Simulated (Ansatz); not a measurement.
The reference is Ba₂TaBiO₆ (space group C2/m, No. 12; a cell from a computed database, its experimental status unchecked).

```yaml
crystal:
  lattice:
    - [5.19364, -3.00428, 0.00000]
    - [5.19364, 3.00428, 0.00000]
    - [-3.50846, 0.00000, 4.97295]
  atoms:
    - { symbol: Ba, position: [0.24856, 0.24856, 0.24183] }
    - { symbol: Ba, position: [0.75144, 0.75144, 0.75817] }
    - { symbol: Ta, position: [0.50000, 0.50000, 0.00000] }
    - { symbol: Bi, position: [0.00000, 0.00000, 0.50000] }
    - { symbol: O, position: [0.69289, 0.22681, 0.18684] }
    - { symbol: O, position: [0.30711, 0.77319, 0.81316] }
    - { symbol: O, position: [0.77319, 0.30711, 0.81316] }
    - { symbol: O, position: [0.22681, 0.69289, 0.18684] }
    - { symbol: O, position: [0.27154, 0.27154, 0.69912] }
    - { symbol: O, position: [0.72846, 0.72846, 0.30088] }
```

Cartesian axes are those of the cell as printed.

Method: PBEsol in Ansatz (plane waves to 420 eV, PAW, spin-orbit coupling left out).

Strains are applied to the cell and any free atomic positions relax; under biaxial strain the out-of-plane vector relaxes too.

One change was made to it. Results:

The energy increases by 5.3 meV/atom; the smallest direct gap shrinks by 0.14 eV to 2.30 eV.

### Question
Which of these changes matches the shifts?
A) biaxial strain −0.48 %, plane normal [001], relaxed out of plane
B) biaxial strain −4.87 %, plane normal [001], relaxed out of plane
C) uniaxial strain ε_yy = −2.24 %

### Answer
C, uniaxial strain ε_yy = −2.24 %. For comparison, the energy relative to the base in the other runs: biaxial strain −4.87 %, plane normal [001], relaxed out of plane gives +46 meV/atom; biaxial strain −0.48 %, plane normal [001], relaxed out of plane gives +0.4 meV/atom.

Spin-orbit coupling, missing from the scalar runs, can matter with Bi and Ta. Whether these cells are dynamically stable was not tested.

Ansatz is a quantum-chemistry and plane-wave program.
